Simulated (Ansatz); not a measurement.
Take SiC in the wurtzite structure (space group P6_3mc, No. 186; a = 3.075 Å, c = 5.048 Å) as the base. Axes: x lies along a and z along c of the hexagonal cell.

Level of theory: plane-wave PAW DFT at the r2SCAN level (Ansatz, a first-principles code, 500 eV), no spin-orbit coupling.

Strains are applied to the cell and any free atomic positions relax; under biaxial strain the out-of-plane vector relaxes too.

One change was made to it. Results:

```json
[
 {"quantity": "gap character", "base": "indirect, Γ → K", "after": "indirect, Γ → K"},
 {"quantity": "valence-band top at Γ (three highest levels, from the VBM)", "base": "0.00, 0.00, -0.11 eV", "after": "0.00, 0.00, -0.34 eV"},
 {"quantity": "band gap", "base": "2.65 eV", "after": "2.51 eV"}
]
```

Problem. Which change produced these results?
(A) isotropic strain −0.65 %
(B) biaxial strain +1.89 %, plane normal [001], relaxed out of plane
(C) uniaxial strain ε_zz = +2.73 %

Solution. C, uniaxial strain ε_zz = +2.73 %. For comparison, the band gap in the other runs: biaxial strain +1.89 %, plane normal [001], relaxed out of plane gives 2.78 eV; isotropic strain −0.65 % gives 2.62 eV.

Whether these cells are dynamically stable was not tested.
